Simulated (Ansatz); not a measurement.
A15 Mo3Si, treated with PBE-D3(BJ) (PAW; Ansatz, a first-principles code).

Numerical settings: plane-wave cutoff 520 eV, 12×12×12 k mesh, Fermi–Dirac smearing 0.05 eV, no spin polarisation, scalar-relativistic PAW data made under PBE.

Equation-of-state points:

```
V (Å³/atom)  E − E_lowest (meV/atom)  P (GPa)
-----------  -----------------------  -------
13.461                         47.91    18.85
13.748                         20.54    11.90
14.034                          4.96     5.64
14.320                          0.00     0.01
14.607                          4.59    -5.05
14.893                         17.76    -9.60
15.180                         38.64   -13.69
```

Question: Estimate the bulk modulus from the pressures at 14.034 and 14.607 Å³/atom, and compare it with a fit to all energies.

Answer: B = −V dP/dV. Between V = 14.034 and 14.607 Å³/atom, dP/dV = (-5.05 − (5.64))/(14.607 − 14.034) = -18.7 GPa per Å³/atom; at the midpoint 14.320 Å³/atom this gives B ≈ 267 GPa. The third-order Birch–Murnaghan fit gives V0 = 14.321 Å³/atom, B0 = 267 GPa, B′ = 4.3, which lies within 1 % of that estimate.

Computing time: roughly 5 core-minutes.
